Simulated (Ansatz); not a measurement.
# Harmonic thermodynamics of KBr in the rock salt structure

Per mole of formula units at the relaxed static volume; finite displacements on a 6×6×6 mesh, DFT at the r2SCAN level (Ansatz, a program for electronic structure), k mesh 6×6×6; sums on an interpolated 12×12×12 mesh.  Zero-point energy 3.27 kJ/mol.

| T (K) | F_vib (kJ/mol) | S (J/mol/K) | C_V (J/mol/K) |
|---|---|---|---|
| 100 | 1.36 | 44.0 | 42.8 |
| 150 | -1.32 | 62.1 | 46.5 |
| 200 | -4.78 | 75.7 | 47.9 |
| 250 | ___ | ___ | ___ |
| 300 | -13.40 | 95.4 | 49.0 |
| 400 | -23.68 | 109.6 | 49.4 |
| 600 | -47.74 | 129.7 | 49.6 |
| 800 | -75.17 | 144.0 | 49.7 |
| 1000 | -105.11 | 155.1 | 49.8 |

Complete the blanks.


- 250, F_vib (kJ/mol): -8.84
- 250, S (J/mol/K): 86.5
- 250, C_V (J/mol/K): 48.6

No phase change or melting is allowed for: the numbers belong to this structure as given.
